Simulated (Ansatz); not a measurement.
Amorphous Hf18O39Al2, 59 atoms at 8.56 g/cm³, one PBE-relaxed geometry, zone centre. Methods: PBE, scalar-relativistic without spin-orbit coupling (Ansatz, an electronic-structure program); r2SCAN, scalar-relativistic without spin-orbit coupling (Ansatz); HSE06, scalar-relativistic without spin-orbit coupling (Ansatz). Plane waves to 420 eV (r2SCAN 500 eV); exact exchange is cut at the cell's faces. At PBE the levels at the filled edge of the gap are localised (band-tail or defect states). All rungs ran without spin polarisation.

The cell was made by melting and quenching with the CHGNet potential and then relaxed with DFT. O atoms were pushed apart under 1.9 Å during the dynamics, to hinder bonds among them. The hot cell started wider than the set density and was brought back towards it in steps. It is the lowest in DFT energy of 2 quenches. It is a model cell: composition and starting density were chosen by hand, and all elements were melted together. No dispersion term was used. Its density started from a set value of 8.56 and ended at 8.56 g/cm³. Cooling (nominally 450 K/ps over its main leg) ran many orders faster than in experiment, which tends to leave more defects and strain. A cell of this size samples the disorder only roughly. The volume was held where the preparation left it and the shape relaxed, at a PBE pressure of -1.3 GPa (tension). Stress components on the final sampling reach 1.4 GPa. On a 2×2×2 Γ-centred mesh force components of up to 0.13 eV/Å stay, since the relaxation ran on the zone centre alone.

The relaxation ran on the zone centre alone. At PBE the level gap is 3.82 eV on a 2×2×2 Γ-centred mesh, and the spacing at the zone centre alone 3.89 eV.

Question: What zone-centre spacing does r2SCAN give, roughly?

Answer: 4.34 eV (+0.45 eV against PBE).

Question: What zone-centre spacing does HSE06 give, roughly?

Answer: 5.44 eV (+1.55 eV against PBE).

The highest filled and the lowest empty state spread over these numbers of atoms (participation numbers): PBE: 10.1 and 25.3; r2SCAN: 9.3 and 23.5; HSE06: 5.9 and 25.5.
